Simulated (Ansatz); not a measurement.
ferroelectric LiNbO3: the defect Mg on the Li site (Mg_Li)

The numbers are results of PBE, PAW (plane waves to 420 eV; Ansatz, a first-principles code), not measurements. Cell: 120 sites, 2×2×1; final energies on a 2×2×2 Γ-centred mesh. Site at the start: the Li site. Charged cells carry a point-charge image correction with potential alignment at far atoms. Dielectric constants: PBE linear response of the host. Host gap at this level: 3.53 eV. These values are not converged in cell size to better than tenths of an eV. Levels are measured in PBE's own, too narrow, gap. Spin–orbit coupling is left out. Each state is the lowest found from its start.

Formation energies E_f are given with the Fermi level at the valence-band maximum. Chemical conditions: Li-rich (Δμ(Li) = -1.11 eV, Δμ(Mg) = -2.06 eV, bounded by LiNbO2 (P6_3/mmc), Li2O (Fm-3m), rock-salt MgO; only phases computed here count, gases as isolated molecules at 0 K); Nb-rich (Δμ(Li) = -1.95 eV, Δμ(Mg) = -2.06 eV, bounded by LiNbO2 (P6_3/mmc), Nb2O5 (C2/c), rock-salt MgO; only phases computed here count, gases as isolated molecules at 0 K); O-rich (Δμ(Li) = -2.82 eV, Δμ(Mg) = -5.37 eV, bounded by Li2O2 (P6_3/mmc), rock-salt MgO; only phases computed here count, gases as isolated molecules at 0 K). Reference phases: Li: bcc Li, Mg: hcp Mg.

| charge | moment (μB) | point group | largest move off a lattice site (Å) | image correction with alignment (eV) | E_f, Li-rich (eV) | E_f, Nb-rich (eV) | E_f, O-rich (eV) |
|---|---|---|---|---|---|---|---|
| +1 | not spin-polarised | C3 | 0.08 | 0.12 | -2.37 | -3.21 | -0.78 |
| 0* | quenched | – | 0.10 | – | – | – | – |
| −1* | not spin-polarised | – | 0.15 | – | – | – | – |

* At this level the carrier isn't localised at the defect: at charge 0 electrons occupy the conduction band; at charge −1 electrons occupy the conduction band. Such a state is shallow or no state of the defect, and this cell gives it no level.

Point groups are those of the whole cell at tolerances of 0.03 and 0.1 Å ("near" where only the looser one holds); none is given for unsettled states.

Starting moments that weren't kept: charge 0 began with 1 μB and ended with 0.0.

Flagged in the runs: a host whose relaxation on this sampling wasn't shown to rest, a strain field that reaches the edge of the cell.

All states together cost roughly 2.9 core-hours.
